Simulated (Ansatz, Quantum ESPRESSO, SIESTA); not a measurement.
**InNi3N (P1, 5 atoms in the cell) computed with different codes at matched settings**

Self-consistent single point, at a second geometry (atoms moved at random). First geometry:

```yaml
crystal:
  lattice:
    - [3.83986, 0.00000, 0.00000]
    - [0.00000, 3.83986, 0.00000]
    - [0.00000, 0.00000, 3.83986]
  atoms:
    - { symbol: In, position: [0.00000, 0.00000, 0.00000] }
    - { symbol: Ni, position: [0.50000, 0.50000, 0.00000] }
    - { symbol: Ni, position: [0.00000, 0.50000, 0.50000] }
    - { symbol: Ni, position: [0.50000, 0.00000, 0.50000] }
    - { symbol: N, position: [0.50000, 0.50000, 0.50000] }
```

Second geometry:
```
CELL_PARAMETERS angstrom
      3.83986     0.00000     0.00000
      0.00000     3.83986     0.00000
      0.00000     0.00000     3.83986
ATOMIC_POSITIONS crystal
  In 0.99154 0.00549 0.00705
  Ni 0.49014 0.49685 0.00358
  Ni 0.00313 0.50362 0.50525
  Ni 0.51473 0.00014 0.49387
  N  0.50045 0.49391 0.49026
```

Shared settings, as Ansatz (a first-principles code) writes them: kpoints.mp_grid.grid = 9 9 9; scf.occupations.method = gaussian; scf.occupations.width = 0.0073 Ry. Potentials and cutoffs stand in the table.

```
code                                                                                                                                 model  ΔF from the first geometry (meV/atom)  pressure (GPa)  largest force (eV/Å)       cutoff
----------------  ------------------------------------------------------------------------------------------------------------------------  -------------------------------------  --------------  --------------------  -----------
Ansatz                                                                                                 LDA (PW92), PAW files made with PBE                                    6.8           -9.53                 0.637      30.9 Ry
Quantum ESPRESSO                                                                            LDA (PZ), PSlibrary PAW (LDA) pseudopotentials                                    7.2           -9.62                 0.689        50 Ry
SIESTA            LDA PW92, numerical atomic orbitals DZP, PseudoDojo LDA standard norm-conserving potentials (rewritten from UPF to PSML)                                    7.7          -11.30                 0.655  grid 300 Ry
```

Size of the force on each atom (eV/Å): Sizes of forces hide their directions.

| code | In1 | Ni2 | Ni3 | Ni4 | N5 |
|---|---|---|---|---|---|
| Ansatz | 0.385 | 0.473 | 0.083 | 0.323 | 0.637 |
| Quantum ESPRESSO | 0.401 | 0.528 | 0.094 | 0.346 | 0.689 |
| SIESTA | 0.410 | 0.580 | 0.089 | 0.424 | 0.655 |

On Ansatz's run: spin polarisation is off, so a magnetic state, if there is one, cannot be reached.

The spread over the programs that give each value: ΔF from the first geometry within 0.9 meV/atom; pressure within 1.77 GPa; largest force within 0.052 eV/Å.

SIESTA uses small atom-centred bases, whose incompleteness enters pressures, forces and empty levels differently from a plane-wave cutoff. Ansatz's pressure is given at a fixed set of plane waves, as the other plane-wave codes print theirs; with its correction for the finite basis it is -9.36 GPa. The same LDA comes in different parametrisations, which differ slightly. In the pressure, SIESTA (by 1.72) lies more than 1 GPa from the median of the plane-wave programs. In the force vectors, SIESTA (by 0.096) lies more than 0.08 eV/Å from the median of the plane-wave programs.

The starting cell comes from a database of computed structures (which also holds hypothetical and non-ambient phases and stackings), without a prior relaxation at this level. For this run, on top of that: atoms moved at random.

Keys are those of Ansatz 0.2.
